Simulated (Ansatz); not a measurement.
The starting structures come from a database of crystals and need not be the phases stable at ambient conditions.

The decay constant κ of evanescent states in the gap governs leakage through a thin film.

```xyz
9
Lattice="3.3639 0.0000 0.0000 1.6819 5.8607 0.0000 1.6819 -0.0673 5.9116" Properties=species:S:1:pos:R:3 pbc="T T T"
K      1.6819     5.8237     0.0216
Li     3.3639     3.1960     1.1077
Zn     3.3639     2.5516     4.9588
Zn     5.0458     4.6572     3.1965
Zn     1.6819     1.1048     2.5950
O      3.3639     4.8860     2.1766
O      3.3639     0.9920     3.7234
O      5.0458     3.6502     4.8670
O      1.6819     2.1726     0.9999
```

Space group of this cell: Cm. The cell is taken as given; by r2SCAN its mean pressure is -5.3 GPa.

Transport runs along the normal of the first two printed cell vectors.

No gap correction and no spin-orbit coupling; mid-gap values are interpolated between computed energies.

Question: Give the band gap and the smallest decay constant κ at mid-gap that r2SCAN in Ansatz (a first-principles code) yields.

Answer: Gap 1.99 eV on a 10×10×10 mesh; κ = 0.210 1/Å, at the zone centre.
